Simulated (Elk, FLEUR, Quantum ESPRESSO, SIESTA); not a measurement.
**Code comparison for Se (P3_121, 3 atoms in the cell)**

Self-consistent single point.

```
Se
1.0
    4.48815     0.00000     0.00000
   -2.24408     3.88685     0.00000
    0.00000     0.00000     4.96038
Se
3
Direct
  0.21789   0.00000   0.33333
  0.00000   0.21789   0.66667
  0.78211   0.78211   0.00000
```

Shared settings, as Quantum ESPRESSO writes them: occupations = smearing; smearing = fd; degauss = 0.00147 Ry; noncolin = true; lspinorb = true; K_POINTS = automatic 5 5 4 0 0 0. Potentials and cutoffs stand in the table.

```json
[
 {"code": "SIESTA", "model": "GGA PBE with spin-orbit coupling, numerical atomic orbitals DZP, PseudoDojo PBE fully relativistic norm-conserving potentials (rewritten from UPF to PSML)", "gap on the mesh (eV)": "1.242", "cutoff": "grid 300 Ry"},
 {"code": "Quantum ESPRESSO", "model": "PBE, spin-orbit coupling, PSlibrary fully relativistic ultrasoft (PBE) pseudopotentials", "gap on the mesh (eV)": "1.362", "cutoff": "30 Ry"},
 {"code": "Elk", "model": "PBE, spin-orbit coupling in second variation, all-electron FP-LAPW, Elk's shipped species files, default APW+lo basis", "gap on the mesh (eV)": "1.352", "cutoff": "rgkmax 7"},
 {"code": "FLEUR", "model": "PBE, all-electron FLAPW (FLEUR), scalar-relativistic valence with spin-orbit coupling in second variation", "gap on the mesh (eV)": "1.379", "cutoff": "Kmax 3.9 1/bohr"}
]
```

Gaps are read on the mesh.

The spread over the programs that give each value: gap on the mesh within 0.137 eV.

SIESTA uses small atom-centred bases, whose incompleteness enters pressures, forces and empty levels differently from a plane-wave cutoff. Elk and FLEUR treat all electrons, but the usual bases taken here (sphere radii, linearisation, local orbitals, empty states) were not tested for convergence, so the values are no reference for the others.

The starting cell comes from a database of computed structures (which also holds hypothetical and non-ambient phases and stackings), without a prior relaxation at this level. Its lattice was rescaled by a random factor within 2.5 % of one.
